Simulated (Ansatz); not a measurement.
We consider CsCl-type TiCo, described by LDA (Ansatz, a program for electronic structure, plane waves, PAW).

Numerical settings: plane-wave cutoff 520 eV, 22×22×22 k mesh, Fermi–Dirac smearing 0.034 eV (set by the program), no spin polarisation, scalar-relativistic PAW data made under PBE.

Computed at the level's own relaxed cell.

Hill averages of the elastic tensor: K = 211.2 GPa, G = 46.2 GPa. Volume 12.213 Å³/atom, mean atomic mass 53.400 u.

Q: Work out the density, the sound velocities of a polycrystal and the elastic Debye temperature, and Pugh's ratio at this level.

A: ρ = 1.66054 × 53.400/12.213 = 7.261 g/cm³. v_l = √[(K + 4G/3)/ρ] = 6.129 km/s and v_t = √(G/ρ) = 2.522 km/s. The mean follows from 3/v_m³ = 1/v_l³ + 2/v_t³: v_m = 2.854 km/s. Θ_D = (ħ/k_B) v_m (6π²/V)^(1/3) = 76.38 K Å s/km × 2.854 × 1.6926 Å⁻¹ = 369 K, counting all atoms of the cell. K/G = 4.57, to be set beside Pugh's rough bound of 1.75 between brittle and ductile metals.
